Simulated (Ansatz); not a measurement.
Competing hops of interstitial H in monoclinic HfO2 strained by -1.5 % along x and y, z held, charge state +1

System: interstitial H in monoclinic HfO2 strained by -1.5 % along x and y, z held (charge state +1). Method: PBE, PAW (plane waves to 420 eV; Ansatz, a program for electronic structure).

96-site cell at the strained lattice (strain from the relaxed PBE one, atoms relaxed), the Γ point alone, smearing 0.01 eV, spin-restricted, no finite-size correction. No zero-point or tunnelling terms. Spin-orbit coupling is left out. The charge state is imposed; whether it is stable for some Fermi level was not computed. Sites that were not tried may lie lower.

Barriers: single points on a 2×2×2 k-point mesh shifted by half a step at the bands' geometries.

```csv
Route,Start site over the lowest site run (eV),Hop (Å),Forward barrier (eV),Backward barrier (eV),Neighbours at the start,Neighbours at the saddle,Saddle order,"Forward, on the band's own sampling (eV)"
one H atom jumps by itself,0.00,1.02,0.26,0.21,"O at 0.99, O at 1.87 Å","Hf at 2.12; O at 1.22, O at 1.25 Å",not checked,0.26
one H atom jumps by itself,0.00,2.04,0.37,0.33,"O at 0.99, O at 1.86 Å","Hf at 2.11; O at 1.18, O at 1.27 Å",not checked,0.38
one H atom jumps by itself,0.04,1.95,0.87,0.87,"O at 0.98, O at 2.12, O at 2.14 Å",2 O at 1.28 Å,"not checked, on a symmetry element",0.91
```

Paths come from climbing-image nudged elastic band runs. Of the routes that converged and passed our checks, the lowest saddle point lies 0.26 eV above the lowest of the sites run (one H atom jumps by itself); other sites, such as split forms, and other routes may lie lower. A band can be held on a symmetry element, so unchecked saddle points there may be too high.
